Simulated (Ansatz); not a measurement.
AlCo: ↑↓ start, q = (1/2, 1/2, 1/2), 4 atoms

The parent structure is AlCo in the CsCl type structure (space group Pm-3m, No. 221; a = 2.852 Å; non-magnetic).

Now apply this change: the moments start antiparallel in the pattern ↑↓ in a 4-atom cell (cell doubled with q = (1/2, 1/2, 1/2) in the reciprocal basis of the base), and the cell is relaxed again.

Method: Kohn–Sham DFT with the PBE functional, run in Ansatz (a quantum-chemistry and plane-wave program) with PAW and 420 eV plane waves, no spin-orbit coupling. Γ-centred 16×16×16 mesh, Fermi–Dirac width 0.05 eV.

- Volume per atom: 11.60 Å³ (base 11.60 Å³)
- Lattice parameter a: 2.852 Å (base 2.852 Å)
- Space group (of the atoms, moments ignored): Pm-3m (No. 221) (base Pm-3m (No. 221))
- Shortest interatomic distance: 2.470 Å (base 2.470 Å)
- Energy relative to the base (σ→0): 0.00 eV/atom (to 0.01 eV only: unlike meshes or grids)
- Band gap: zero (base zero)

Final structure:

```xyz
2
Lattice="2.8519 0.0000 0.0000 0.0000 2.8519 0.0000 0.0000 0.0000 2.8519" Properties=species:S:1:pos:R:3 pbc="T T T"
Al     1.4259     1.4259     1.4259
Co     0.0000     0.0000     0.0000
```

Cost of the whole job for the changed cell (relaxation, final SCF and bands): around 100 core-seconds (rough).

No phonon test of stability was made. Starting moments died away, wholly or in part, for ↑↓ start, q = (1/2, 1/2, 1/2), 4 atoms and the base; another magnetic solution may exist. All final runs are without spin polarisation.
